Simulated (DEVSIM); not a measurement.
Structure: illuminated Si n-on-p cell, one wavelength, with a back-surface field, at 300 K.

Layer 1 from the left is Si, thickness (μm) 0.330, Nd (cm⁻³) 1.3e19, τn (s) 6.8e-7, τp (s) 8.2e-7, absorption coefficient (cm⁻¹) 140. Layer 2 from the left is Si, thickness (μm) 420, Na (cm⁻³) 1.7e15, τn (s) 6.8e-6, τp (s) 6.8e-6, absorption coefficient (cm⁻¹) 140. Layer 3 from the left is Si, thickness (μm) 0.430, Na (cm⁻³) 4.9e18, τn (s) 6.8e-6, τp (s) 6.8e-6, absorption coefficient (cm⁻¹) 140.

Left contact: ohmic, minority hole recombination velocity 20 cm/s. Right contact: ohmic, minority electron recombination velocity 1000 cm/s. Voltage is applied to the left contact. Recombination: SRH at mid-gap, radiative, Auger. Gap narrowing is on: ΔEg = 6.92 meV × (l + √(l² + 0.5)), l = ln(N/1.3e17 cm⁻³), shared equally by both band edges. Light enters at the left, 3.4e17 photons cm⁻² s⁻¹, one pass, no reflection. Mobility is constant in doping.

This is a model device: material constants are rounded textbook-type values typed into the input, and sizes, dopings and lifetimes were drawn at random. Values at 300 K.

Si: gap (eV) 1.124, affinity (eV) 4.05, permittivity 11.7, Nc (cm⁻³) 2.86e19, Nv (cm⁻³) 3.1e19, μn (cm²/Vs) 1417, μp (cm²/Vs) 470, B (cm³/s) 4.7e-15, Cn (cm⁶/s) 2.8e-31, Cp (cm⁶/s) 9.9e-32.

Model (solved in DEVSIM): 1D drift-diffusion, Boltzmann statistics, complete ionisation; no tunnelling, impact ionisation, image-force lowering or self-heating.

Task: What does the simulation give for the dark forward voltage at 100 A/cm², the dark forward voltage at 1 A/cm², the share of generated pairs collected at short circuit?

Result: dark forward voltage at 100 A/cm² 0.990 V; dark forward voltage at 1 A/cm² 0.727 V; share of generated pairs collected at short circuit 0.718.
